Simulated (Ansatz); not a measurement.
**HfC (model structure, F-43m, No. 216, 2 atoms in the cell)**

Computed with PBEsol (Ansatz, a first-principles code, PAW).

Numerical settings: plane-wave cutoff 520 eV, 12×12×12 k mesh, Fermi–Dirac smearing 0.01 eV, scalar-relativistic PAW data made under PBE.

Cell (relaxed at this level):

Space group F-43m (No. 216); a = 4.996 Å, b = 4.996 Å, c = 4.996 Å, α = 90.00°, β = 90.00°, γ = 90.00°

```
atom  site  symmetry       x       y       z
----  ----  --------  ------  ------  ------
Hf      4a      -43m  0.0000  0.0000  0.0000
C       4d      -43m  0.7500  0.7500  0.7500
```
(The calculation used a cell of 2 atoms; values per cell refer to that cell.)

| Item | Value |
|---|---|
| band gap | 0.18 eV (on the SCF k mesh) |
| direct gap at Γ | 5.74 eV |
| bulk modulus | 163 GPa |

Note: the bulk modulus is −V dP/dV from two relaxed cells at ±2 % in volume; the relaxation could raise the start's symmetry but not lower it, so the cell can be a saddle point.

Spin–orbit coupling is not included; it can close the smallest gap of 0.18 eV.

Static lattice: no zero-point or thermal effects.

Cost on a shared machine: around 30 core-seconds (rough).

A model structure was made by putting elements into a prototype or built by hand; it is no filed structure, need not be a known phase, and can be a saddle point held by its symmetry.
